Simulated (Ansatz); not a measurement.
The structure below was relaxed with PBEsol (Ansatz, an electronic-structure program), scalar-relativistic without spin-orbit coupling, at pressure 50 GPa.

Space group Im-3m (No. 229); a = 3.0016 Å, b = 3.0016 Å, c = 3.0016 Å, α = 90.00°, β = 90.00°, γ = 90.00°

```tsv
atom	site	symmetry	x	y	z
Na	2a	m-3m	0.0000	0.0000	0.0000
```

Question: Write out a cell with all atoms.

Answer: 
```xyz
2
Lattice="3.0016 0.0000 0.0000 0.0000 3.0016 0.0000 0.0000 0.0000 3.0016" Properties=species:S:1:pos:R:3 pbc="T T T"
Na     0.0000     0.0000     0.0000
Na     1.5008     1.5008     1.5008
```
This is the conventional cell.

Load acts through the strain it causes; cell and atoms are relaxed under it. Whether these cells are dynamically stable was not tested. No other phases were tried under pressure. The cell was made from Na in the bcc (W type) structure (space group Im-3m, No. 229) by this change: pressure 50 GPa.
